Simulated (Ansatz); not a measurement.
Results of LDA (Ansatz, an electronic-structure program, plane waves, PAW) for MoAs (model structure, started from the NbAs type, I4₁md, No. 109, 4 atoms in the cell).

Settings: plane-wave cutoff 520 eV, 22×22×22 k mesh, Fermi–Dirac smearing 0.05 eV, no spin polarisation, scalar-relativistic PAW data made under PBE.

Cell (relaxed at this level):

```xyz
4
Lattice="-1.6520 1.6520 5.7103 1.6520 -1.6520 5.7103 1.6520 1.6520 -5.7103" Properties=species:S:1:pos:R:3 pbc="T T T"
Mo     0.0000     0.0000     5.7009
Mo     1.6520     0.0000     2.8457
As     0.0000     0.0000    10.4707
As     0.0000     1.6520     1.9053
```

Predict the bulk modulus.


bulk modulus: 211 GPa

Note: the run has no spin polarisation, so it can have missed a magnetic state; the bulk modulus is −V dP/dV from two relaxed cells at ±2 % in volume; the relaxation could raise the start's symmetry but not lower it, so the cell can be a saddle point.

Static lattice: no zero-point or thermal effects.

A model structure was made by putting elements into a prototype or built by hand; it is no filed structure, need not be a known phase, and can be a saddle point held by its symmetry.
